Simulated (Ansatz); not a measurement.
# Fermi-surface data of BeAu (P2_13)

```xyz
8
Lattice="4.6605 0.0000 0.0000 0.0000 4.6605 0.0000 0.0000 0.0000 4.6605" Properties=species:S:1:pos:R:3 pbc="T T T"
Be     0.7176     1.6127     3.0479
Be     1.6127     3.0479     0.7176
Be     3.0479     0.7176     1.6127
Be     3.9429     3.9429     3.9429
Au     3.9418     3.0490     1.6115
Au     3.0490     1.6115     3.9418
Au     1.6115     3.9418     3.0490
Au     0.7188     0.7188     0.7188
```

All values below come from PBEsol, rigid bands (plane waves, PAW, scalar-relativistic; Ansatz, an electronic-structure program). Cell: cell and atoms relaxed with PBEsol.

The density of states at the Fermi level is 2.30 states/(eV·cell), both spins, the bare Sommerfeld coefficient is 0.68 mJ/(mol of atoms·K²) and the drude plasma energy is 5.0 eV. The root-mean-square Fermi velocity comes out as 6.5e5 m/s and the resistivity times τ is 19.4 ×10⁻²² Ω·m·s.

A metal at this level (no band gap); rigid bands, thermally averaged at 300 K, both spins. Spin-orbit coupling is left out, which matters with elements this heavy. τ is one relaxation time for all states.

Formula and space group known from diffraction (Crystallography Open Database), not checked to be the room-temperature form: BeAu (P2_13).
